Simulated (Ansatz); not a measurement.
## PtTe2: energy against volume

PtTe2 (1T layered, P-3m1, 23.009 Å³/atom and stress up to 0.01 GPa in the relaxed cell, c along z) under hydrostatic pressure, with the cell free. PBEsol-D3(BJ) in Ansatz, a plane-wave DFT program (PAW, default set), 420 eV, 13×13×10 Γ-centred mesh, Fermi-Dirac smearing 0.05 eV; ions are relaxed, or left where forces stay under 0.02 eV/Å, within the symmetry of each cell. Against the start cell, which lies near the measured one, the relaxed cell differs by -6.0 % in volume and -5.0 % in c; the values below rest on it.

Here V stands for volume and E for E less E0.

| volume (Å³/atom) | E less E0 (meV/atom) | pressure (GPa) |
|---|---|---|
| 23.6216 | 4.01 | -2.00 |
| 23.2969 | 0.94 | -1.00 |
| 23.0089 | 0.00 | -0.01 |
| 22.9266 | 0.07 | 0.30 |
| 22.8205 | 0.39 | 0.70 |
| 22.6202 | 1.75 | 1.50 |
| 22.2753 | 6.54 | 3.00 |
| 21.8689 | 16.57 | 5.00 |
| 21.0397 | ? | ? |

The 8 complete rows are fitted with the third-order Birch-Murnaghan form, a cubic in V^(-2/3), E against V. With u = V^(-2/3) - 0.1244, the rows have u = -0.0029324, -0.0018064, -0.0007855, -0.0004898, -0.0001061, 0.0006266, 0.0019138, 0.0034739. Least squares gives E = 0.532 + 1378.3·u + 901211·u² + 8965405·u³. Residuals (row less fit): -0.004, 0.010, -0.001, -0.002, -0.006, -0.002, 0.007, -0.002; standard error 0.007 (degrees of freedom: 4). Its minimum lies at u = -0.0007736, so V0 = (0.1236264)^(-3/2) = 23.01. There d²E/du² = 1761000 and d³E/du³ = 5.379e7, so B0 = (4/9) × 23.01^(-7/3) × 1761000 × 0.160218 = 83.3 GPa (the last factor turns the table's units into GPa), and B0' = 4 + (2/3) × 0.1236264 × (5.379e7)/1761000 = 6.5. B0' rests on the cubic coefficient alone and has a standard error of 0.1 from these residuals.

Task: Predict the withheld E at V = 21.0397 from the fit, and compare with the calculation.

Result: u = 0.0068120, so E = 0.532 + 1378.3 × 0.0068120 + 901211 × 0.0068120² + 8965405 × 0.0068120³ = 54.574 meV/atom. The calculation gives 54.69 meV/atom, 0.116 meV/atom above the prediction (0.2 % of the range of E in the table). The row lies outside the fitted rows, so this is an extrapolation. From the scatter of the fitted rows alone, a prediction at this place has a standard error of 0.096 meV/atom, so the miss is 1.2 times that.

In a metal these values are sensitive to mesh and smearing; energies are taken to zero smearing, stresses follow the free energy. The runs aren't spin-polarised. Spin-orbit coupling is left out, which can shift these values for the heavy elements here. Other structures, which can take over under pressure, weren't tried. The same form fitted to the pressure column gives B0' = 6.7; series where the two differ by over 0.4 aren't shown. Rows are the converged runs of the series near zero and its far end, less any whose ions stayed unrelaxed beside relaxed ones; series whose fitted rows scatter by over a few per cent of the range, as at a crossing or softening among them, aren't shown in this form.
